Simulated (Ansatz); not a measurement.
WIr (model structure, Pm-3m, No. 221, 2 atoms in the cell), treated with PBEsol (PAW; Ansatz, a quantum-chemistry and plane-wave program).

Settings: plane-wave cutoff 520 eV, 18×18×18 k mesh, Fermi–Dirac smearing 0.05 eV, no spin polarisation, scalar-relativistic PAW data made under PBE.

Cell (relaxed at this level):

```yaml
crystal:
  lattice:
    - [3.12158, 0.00000, 0.00000]
    - [0.00000, 3.12158, 0.00000]
    - [0.00000, 0.00000, 3.12158]
  atoms:
    - { symbol: Ir, position: [0.00000, 0.00000, 0.00000] }
    - { symbol: W, position: [0.50000, 0.50000, 0.50000] }
```

Question: Estimate the bulk modulus that the calculation returns.

Answer: 
- bulk modulus = 329 GPa

Note: the run has no spin polarisation, so it can have missed a magnetic state; the bulk modulus is −V dP/dV from two relaxed cells at ±2 % in volume; the relaxation could raise the start's symmetry but not lower it, so the cell can be a saddle point.

Spin–orbit coupling is not included.

Computed values are for the static lattice.

It cost around 40 core-seconds (rough) of CPU time.

A model structure was made by putting elements into a prototype or built by hand; it is no filed structure, need not be a known phase, and can be a saddle point held by its symmetry.
